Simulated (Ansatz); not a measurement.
The parent structure is AlRu in the CsCl type structure (space group Pm-3m, No. 221; a = 2.9770 Å; relaxed with 0.1 eV smearing). Axes: x, y, z lie along the cube axes.

Calculations: PBEsol/PAW in Ansatz (a first-principles code), no spin-orbit coupling.

Before the change:

```
Quantity    Value
--------  -------
Pressure  0.0 GPa
```

Now apply this change: the cell is stretched by 1.50 % along z with no lateral relaxation, atoms relaxed at fixed cell.

Question: How does this affect the energy relative to the base?

Answer: The energy grows by 3.0 meV/atom.

Question: What happens to the pressure?

Answer: The pressure (mean of the normal stresses, compression positive) goes from zero to -3.1 GPa.

The cells carry an imposed strain or load. No phonon test of stability was made. All final runs are without spin polarisation.
